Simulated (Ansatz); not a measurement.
The starting structures come from a database of crystals and need not be the phases stable at ambient conditions.

 Where the default PAW files enter, the runs use the earlier of Ansatz's two default sets.

By PBEsol, the system below comes out a metal.

The ballistic (Sharvin) conductance counts the channels at the Fermi level: G/A = (e²/h) × channels of both spins per area.

Consider the following.

```xyz
6
Lattice="4.0594 0.0000 0.0000 0.0000 5.1244 0.0000 2.0297 0.0000 3.5155" Properties=species:S:1:pos:R:3 pbc="T T T"
Ni     4.0594     3.8433     2.3437
Ni     2.0297     1.2811     1.1718
Ni     0.0000     0.0000     0.0000
Ni     0.0000     2.5622     0.0000
Ge     4.0594     1.2811     2.3437
Ge     2.0297     3.8433     1.1718
```

Space group of this cell: P6_3/mmc. The cell is strained (all lengths scaled by 1.02); by PBEsol its mean pressure is -11.3 GPa.

The current flows along the normal of the first two printed cell vectors, the (100) plane of the conventional cell. No spin-orbit coupling; the value is a mean over 0.1 eV about the Fermi level.

Question: Give the ballistic conductance per area that PBEsol (Ansatz, a quantum-chemistry and plane-wave program) yields.

Answer: 0.95 × 10¹⁵ S/m² for both spins.
